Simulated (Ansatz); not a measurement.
## Input and output of a self-consistent single point for Au (Fm-3m, 1 atom in the cell) (Ansatz)

Level of theory: PBEsol, default PAW files made with PBE (plane waves; Ansatz, a program for electronic structure).

Input as run:

Ansatz 0.2 input:
```yaml
crystal:
  lattice:
    - [0.00000000, 2.03388000, 2.03388000]
    - [2.03388000, 0.00000000, 2.03388000]
    - [2.03388000, 2.03388000, 0.00000000]
  atoms:
    - { symbol: Au, position: [0.00000000, 0.00000000, 0.00000000] }
basis:
  ecutwfc: 420.0 eV
kpoints:
  mp_grid:
    grid: [14, 14, 14]
hamiltonian:
  xc: pbesol
  pseudopotentials:
    kind: paw
scf:
  occupations:
    method: fermi_dirac
    width: 0.1 eV
output:
  forces: true
  eigenvalues: true
  stress: true
```

Output, abridged:

```
WARN ansatz: RAYON_NUM_THREADS=1 ignored (pool sized by the plan → 1); use --threads N
Pseudopotentials: kind: paw
Pseudopotential: Au, paw, valence charge 19
Crystal: 1 atoms, lattice volume = 16.827 Å³
Basis set: ecut = 420 eV, 331 PW (Γ), exchange–correlation on 40×40×40 points (8 copies of the dense FFT grid, shifted against one another)
Bands: 14, of which v1, the nominal top of the filled ones, is band 10 counted from 1 (9 counted from 0)
Symmetry: 48 space group operations
Space group: Fm-3m (ITA 225), of the structure as read, at distance tolerance 2.6e-5 Å
k-points: 104 of 2744
PAW frozen core: Au, regenerated for the run's functional, and the local potential with it
Initial density: superposition of atomic densities (neutral atoms: chi_scale 0, normalization atom), corrected by the library's trained network
Initial wavefunctions: pseudopotential atomic-orbital guess
Eigensolver: davidson
Functional: x = pbesol(κ = 0.804, μ = 0.12345679012345678), c = pbesol(β = 0.046)
SCF iter   1: F=—  HF=-13007.102844 eV  |F-HF|=—  |Δ(HF+E_count)|=         —  Δρ=6.34e-3  dr2=6.24e-3  ethr=1.77e-3  ⟨swp⟩=4.7  Hψ=7292  notcnv=0
all-band conjugate gradients solve this SCF's bands
preconditioner: auto → none
SCF iter   2: F=—  HF=-13007.101390 eV  |F-HF|=—  |Δ(HF+E_count)|=   1.45e-3  Δρ=2.79e-3  dr2=1.14e-3  ethr=3.29e-5  ⟨swp⟩=1.0  Hψ=2288  notcnv=0
SCF iter   3: F=—  HF=-13007.101072 eV  |F-HF|=—  |Δ(HF+E_count)|=   3.18e-4  Δρ=4.07e-4  dr2=1.09e-5  ethr=5.99e-6  ⟨swp⟩=2.0  Hψ=1948  notcnv=0
SCF iter   4: F=—  HF=-13007.101074 eV  |F-HF|=—  |Δ(HF+E_count)|=   1.51e-6  Δρ=4.59e-5  dr2=1.57e-7  ethr=5.71e-8  ⟨swp⟩=2.5  Hψ=2261  notcnv=0
iter 5 did not close the SCF: its close was put off for the readings that it lacked (scf_convergence_deferred on its scf_iter line)
SCF iter   5: F=-13007.101074 eV  HF=-13007.101074 eV  |F-HF|=1.91e-10  |Δ(HF+E_count)|=   1.32e-7  Δρ=2.74e-6  dr2=4.07e-10  ethr=8.26e-10  ⟨swp⟩=2.5  Hψ=2415  notcnv=0
SCF iter   6: F=-13007.101074 eV  HF=-13007.101074 eV  |F-HF|=1.09e-11  |Δ(HF+E_count)|=  4.15e-10  Δρ=3.71e-7  dr2=1.82e-11  ethr=2.14e-12  ⟨swp⟩=1.5  Hψ=4183  notcnv=0
SCF 1 converged in 6 iterations: F = -13007.101074 eV  dr2 = 1.82e-11
SCF converged after 6 iterations
Free energy (F): -13007.101074 eV
Harris-Foulkes:  -13007.101074 eV  (|F-HF|=1.09e-11)
Internal energy: -13007.090568 eV  (E = F + TS)
E sigma→0 (E₀):  -13007.095821 eV
Entropy (-TS):   -0.010505 eV (-10.505 meV/atom)
Fermi energy:    20.783679 eV
--- Per-component energies (eV) ---
  E_band       = -204.677354
  E_kinetic    = 604.918344
  E_local      = -1687.033294  (includes V_loc(G=0)·N_el)
  E_nonlocal   = 77.606366
  E_hartree    = 719.105295
  E_xc         = -226.753107
  E_vxc        = -274.837888  (∫ρ·V_xc dr)
  E_paw        = -9565.701545  (= ΣΔE_a)
  E_vpaw       = -363.543153  (= ΣTr[D̂ρ^β])
  E_aug_tail   = 0.001454  (compensation charges beyond the density's cutoff)
  E_ewald      = -2929.543560
  E_core_change = 0.309479  (= ΣΔE_core)
  E_smearing   = -0.010505  (= −TS)
  E_closure    = 0.000000  (closes the sum)
  Σ components = -13007.101074   (vs F -13007.101074, Δ=0.00e0)
--- Forces (eV/Å), atoms counted from 1 ---
  atom   1  Au    -0.00000000     0.00000000     0.00000000
  max |Σ_I F_I| component: 9.04e-32 eV/Å
--- Stress (GPa, compression-positive) ---
        2.042677      -0.000000      -0.000000
       -0.000000       2.042677      -0.000000
       -0.000000       0.000000       2.042677
  P = ⅓ Tr σ = 2.0427 GPa (20.427 kbar)
  The stress holds the Pulay correction. Without it, at fixed plane waves, as pw.x and ABINIT print it: P = 1.9951 GPa
--- Band table (eV; the first three rows and the last of 104) ---
  k-point 0: bands = ["-84.7339", "-36.0286", "-36.0286", "-36.0286", "10.7347", "16.0513", "16.0513", "16.0513", "17.6217", "17.6217", "35.1994", "39.2692", "39.2692", "39.2692"]
  k-point 1: bands = ["-84.7332", "-36.0402", "-36.0303", "-36.0303", "10.9151", "15.9913", "16.1137", "16.1137", "17.5934", "17.5934", "35.4129", "38.1828", "39.4876", "39.4876"]
  k-point 2: bands = ["-84.7315", "-36.0725", "-36.0352", "-36.0352", "11.4306", "15.8582", "16.2581", "16.2581", "17.5568", "17.5568", "35.6011", "36.3776", "40.0808", "40.0808"]
  k-point 103: bands = ["-84.7171", "-36.1979", "-36.1688", "-36.1188", "14.6473", "15.1316", "16.0420", "17.5499", "19.1900", "25.6068", "26.2037", "27.9654", "30.2957", "42.6039"]
```

The run converged in 6 iterations.

The starting cell has typed, rounded lattice constants, without a prior relaxation at this level. Its lattice was rescaled by up to half a per cent. Spin-orbit coupling is off. Ansatz's pressure includes its estimate of the finite-basis (Pulay) stress.
